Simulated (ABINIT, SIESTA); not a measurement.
A SIESTA input for a self-consistent single point of Re3Tc (P6_3/mmc, 8 atoms in the cell) (DFT, GGA PBEsol, numerical atomic orbitals DZP, PseudoDojo PBEsol standard norm-conserving potentials (rewritten from UPF to PSML)):

```
# files in the folder: Tc.psml Re.psml (PseudoDojo PBEsol standard)
SystemName  Re3Tc
SystemLabel siesta

NumberOfAtoms                8
NumberOfSpecies              2
%block ChemicalSpeciesLabel
  1 43 Tc
  2 75 Re
%endblock ChemicalSpeciesLabel
LatticeConstant              5.368026 Ang
%block LatticeVectors
     1.000000000    0.000000000    0.000000000
    -0.500000000    0.866025425    0.000000000
     0.000000000    0.000000000    0.808631516
%endblock LatticeVectors
AtomicCoordinatesFormat      ScaledCartesian
%block AtomicCoordinatesAndAtomicSpecies
    -0.000000500    0.577350572    0.606473637  1
     0.500000500    0.288674853    0.202157879  1
     0.000000000    0.288412447    0.202157879  2
     0.500000000    0.577612978    0.606473637  2
     0.750227500    0.144206224    0.606473637  2
    -0.250227500    0.721819202    0.202157879  2
     0.250227500    0.721819202    0.202157879  2
     0.249772500    0.144206224    0.606473637  2
%endblock AtomicCoordinatesAndAtomicSpecies

XC.functional                GGA
XC.authors                   PBEsol
PAO.BasisSize                DZP
PAO.EnergyShift              0.005 Ry
MeshCutoff                   350 Ry
%block kgrid.MonkhorstPack
    4   0   0  0.0
    0   4   0  0.0
    0   0   5  0.0
%endblock kgrid.MonkhorstPack
OccupationFunction           MP
OccupationMPOrder            0
ElectronicTemperature        2320.9 K

MaxSCFIterations             150
SCF.Mixer.Method             Pulay
SCF.Mixer.Weight             0.25
SCF.Mixer.History            8
SCF.DM.Tolerance             1.0E-05
Diag.ParallelOverK           true
WriteForces                  true
Charge.Mulliken              end
```

### Question
Write the same calculation as an input for ABINIT.

### Answer
One input that does it (others would too):

```
# Re3Tc, JTH v2.0 PBE PAW
pp_dirpath "./"
pseudos "Tc.GGA_PBE-JTH.xml, Re.GGA_PBE-JTH.xml"
acell 5.3680260669 5.3680260669 4.3407550000 Angstrom
rprim
         1.0000000000   -0.0000000029    0.0000000000
        -0.4999999975    0.8660254052    0.0000000000
         0.0000000000    0.0000000000    1.0000000000
natom 8
ntypat 2
znucl 43 75
typat 1 1 2 2 2 2 2 2
xcart
         0.0000000169    5.8566983439    6.1521285931
         5.0720495566    2.9283491573    2.0507095310
         0.0000000085    2.9256843742    2.0507095310
         5.0720495651    5.8593631270    6.1521285931
         7.6103821090    1.4628421651    6.1521285931
        -2.5383325354    7.3222053361    2.0507095310
         2.5383325778    7.3222053214    2.0507095310
         2.5337169957    1.4628421798    6.1521285931
ecut 20 Ha
pawecutdg 40 Ha
ixc -116133
occopt 7
tsmear 0.2 eV
nband 75
kptopt 1
ngkpt 4 4 5
nshiftk 1
shiftk 0 0 0
nstep 80
toldfe 1.0e-09
prtwf 0
prtden 0
enunit 1
```

Basis settings and potentials, where a program has them, do not carry over. This input uses DFT, PBEsol, plane waves, PAW (JTH v2.0 PBE PAW, files made for PBE).

The starting cell comes from a database of computed structures (which also holds hypothetical and non-ambient phases and stackings), without a prior relaxation at this level. Its lattice was rescaled by a random factor within 2.5 % of one. For this run, on top of that: lattice scaled by 0.98.
